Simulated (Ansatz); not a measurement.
How far PBE and PBEsol part for hypothetical I-4 MgIn2O4

Take MgIn2O4 (space group I-4, No. 82; a = 4.837 Å, c = 9.982 Å; a hypothetical phase, not in the database extracts checked) as the base.

(Cell as relaxed with PBE.)

Levels (all Ansatz, a quantum-chemistry and plane-wave program, PAW): PBE (420 eV, no spin-orbit coupling); PBEsol (420 eV, without spin-orbit coupling).

Each level relaxes its own structure.

| quantity | PBE | PBEsol |
|---|---|---|
| volume per atom | 16.68 Å³ | ? |
| lattice parameter a | 4.837 Å | ? |
| lattice parameter c | 9.982 Å | ? |
| band gap | 1.38 eV | ? |
| gap character | indirect, X → Γ | ? |
| electron mass | 0.30 mₑ | ? |

Question: Predict the PBEsol column.

Answer: 
- volume per atom, PBEsol: 16.09 Å³
- lattice parameter a, PBEsol: 4.771 Å
- lattice parameter c, PBEsol: 9.896 Å
- band gap, PBEsol: 1.40 eV
- gap character, PBEsol: indirect, X → Γ
- electron mass, PBEsol: 0.28 mₑ

PBE's volume per atom lies 0.595 Å³ above PBEsol's (3.7 %); PBE's lattice parameter a lies 0.0665 Å above PBEsol's (1.4 %); PBE's lattice parameter c lies 0.086 Å above PBEsol's (0.9 %); PBE's band gap lies 0.02 eV below PBEsol's; the two agree on the gap character. Neither level is exact; PBEsol is the comparison here, not a measurement.

Masses are band curvatures over ±0.01 Å⁻¹ around the edge. Stability against distortions was not tested.
